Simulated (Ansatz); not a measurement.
**Response to strain in InAs**

Base system: InAs in the zinc blende structure (space group F-43m, No. 216; a = 6.110 Å).

Strains are applied to the cell and any free atomic positions relax.

Calculations: Ansatz (a first-principles code), r2SCAN, PAW, cutoff 500 eV, no SOC.

```tsv
isotropic strain (%)	pressure (GPa)
-3	6.5
-2.5	5.2
-2	4.0
-1.5	2.9
-1	?
-0.5	0.9
0	0.0
```

### Question
Fit P = P₀ − Bδ + Cδ² with δ = (1 + ε)³ − 1 to the rows shown and predict the withheld row.

### Answer
Least squares on the printed values gives P₀ = 0.0 GPa, B = 55.4 GPa, C = 215 GPa (largest residual 0.0 GPa); this predicts 1.8 GPa, and the run gives 1.8 GPa, in agreement.

Whether these cells are dynamically stable was not tested.
